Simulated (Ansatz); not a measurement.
## Point defect N vacancy (broken-bond start) in zinc-blende BN

Method: PBE, PAW (plane waves to 420 eV; Ansatz, an electronic-structure program). A 2×2×2 supercell of 64 sites was used; the energies come from a 2×2×2 shifted sampling of its zone. Sites at the start: the N site; a neighbour pushed 0.95 Å away from the vacancy. Charged cells carry a point-charge image correction with potential alignment at far atoms. Dielectric constants: PBE linear response of the host. Host gap at this level: 4.46 eV. Finite-size and sampling errors can reach tenths of an eV here. The semilocal functional narrows the gap, so deep levels can fall outside it. Spin–orbit coupling is left out. Each state is the lowest found from its start.

Formation energies E_f are given with the Fermi level at the valence-band maximum. Chemical conditions: B-rich (Δμ(N) = -2.35 eV; only phases computed here count, gases as isolated molecules at 0 K); N-rich (Δμ(N) = 0.00 eV; only phases computed here count, gases as isolated molecules at 0 K). Reference phases: N: N2 molecule in a box.

```csv
charge,moment (μB),largest move off a lattice site (Å),image correction with alignment (eV),"E_f, B-rich (eV)","E_f, N-rich (eV)"
+2†,1.0,0.23,0.63,–,–
+1,not spin-polarised,0.09,0.02,1.46,3.81
0,1.0,0.09,0.00,5.21,7.56
```

† Not settled in this cell, so no level is given: charge +2: level within 0.1 eV of a band edge or past it.

No other site or start that was run ended lower by more than 0.1 eV.

Transition levels above the valence-band maximum: ε(+1/0) = 3.75 eV. On the lower envelope of the bound states, inside the gap: (+1/0) at 3.75 eV.
